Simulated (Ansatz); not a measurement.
The parent structure is CaO in the rock salt structure (space group Fm-3m, No. 225).

```
CELL_PARAMETERS angstrom
      0.00000     2.38348     2.38348
      2.38348     0.00000     2.38348
      2.38348     2.38348     0.00000
ATOMIC_POSITIONS crystal
  Ca 0.00000 0.00000 0.00000
  O  0.50000 0.50000 0.50000
```

Method: Ansatz (a quantum-chemistry and plane-wave program), PBEsol, PAW, cutoff 420 eV, spin-orbit coupling left out.

Carriers are added at fixed cell with a uniform background; the Fermi–Dirac width is that of 300 K.

One change was made to it. Results:

The Fermi level relative to the doped band's edge (positive inside the band; to 0.05 eV) is +0.05 eV; the gap character stays indirect, Γ → X.

Problem. Name the change that was made.
A. electrons 5.0×10^21 cm⁻³
B. electrons 7.0×10^21 cm⁻³
C. holes 5.0×10^20 cm⁻³

Solution. C, holes 5.0×10^20 cm⁻³. For comparison, the Fermi level from band edge in the other runs: electrons 7.0×10^21 cm⁻³ gives +0.95 eV; electrons 5.0×10^21 cm⁻³ gives +0.75 eV.

Charged cell with a jellium background: band edges are those of the host's band count, energies are not comparable with the neutral cell, and many-body gap narrowing is missing. No phonon test of stability was made. The base started in Cmce and relaxed to Fm-3m at this level.
